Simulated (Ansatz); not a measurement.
Pressure series in TiO2

Consider TiO$_{2}$ in the anatase structure (space group I4_1/amd, No. 141; a = 3.7988 Å, c = 9.7008 Å).

Cell and atoms are relaxed at each pressure.

Level of theory: PBE (Ansatz, a program for electronic structure, PAW, spin-orbit coupling left out).

```csv
change,smallest direct gap,c/a ratio,volume per atom,width of the top valence band
base,2.43 eV,2.554,11.67 Å³,0.84 eV
pressure −2 GPa,2.41 eV,2.567,11.80 Å³,0.81 eV
pressure −1 GPa,2.42 eV,2.561,11.73 Å³,0.82 eV
pressure 1.8 GPa,2.44 eV,2.541,11.55 Å³,0.86 eV
pressure 4.2 GPa,2.46 eV,2.522,11.39 Å³,0.87 eV
pressure 9 GPa,2.48 eV,2.483,11.11 Å³,0.90 eV
pressure 18 GPa,2.50 eV,2.405,10.62 Å³,1.04 eV
pressure 30 GPa,2.47 eV,2.310,10.05 Å³,1.16 eV
```

Load acts through the strain it causes; cell and atoms are relaxed under it. No phonon test of stability was made. No other phases were tried under pressure. All final runs are without spin polarisation.
